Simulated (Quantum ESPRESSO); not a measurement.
# Relaxation of cell and atoms of In2Au (Fm-3m, 3 atoms in the cell) at several settings

```xyz
3
Lattice="-3.2510 0.0000 3.2510 0.0000 3.2510 3.2510 -3.2510 3.2510 0.0000" Properties=species:S:1:pos:R:3 pbc="T T T"
Au     0.0000     0.0000     0.0000
In    -1.6255     1.6255     1.6255
In    -4.8765     4.8765     4.8765
```

Base: PBEsol, PseudoDojo standard norm-conserving (PBESOL) pseudopotentials (Quantum ESPRESSO). Its settings: ecutwfc = 80 Ry; occupations = smearing; smearing = gaussian; degauss = 0.0073499 Ry; potentials = {Au: Au.upf, In: In.upf}; K_POINTS = automatic 7 7 7 0 0 0; conv_thr = 1e-10 Ry. Starting volume 22.91 Å³ per atom.

Each line gives the change from the base single point and the result:

- calculation: scf → vc-relax; tprnfor: true → default; tstress: true → default; potentials: PseudoDojo standard norm-conserving (LDA) [DFT, LDA (PW92), plane waves, PseudoDojo standard norm-conserving (LDA) pseudopotentials]: pressure 0.00 GPa; final cell a = 4.577 Å, b = 4.577 Å, c = 4.577 Å, α = 60.00°, β = 60.00°, γ = 60.00°; final volume per atom 22.60 Å³; relaxation steps 3.
- calculation: scf → vc-relax; tprnfor: true → default; tstress: true → default; press: default → 100 kbar: pressure 9.99 GPa; final cell a = 4.4662 Å, b = 4.4662 Å, c = 4.4662 Å, α = 60.00°, β = 60.00°, γ = 60.00°; final volume per atom 21.00 Å³; relaxation steps 4; free energy against the base single point 63.9 meV/atom.

The starting cell comes from a database of published, mostly measured structures (it also holds non-ambient and calculated ones), without a prior relaxation at this level.
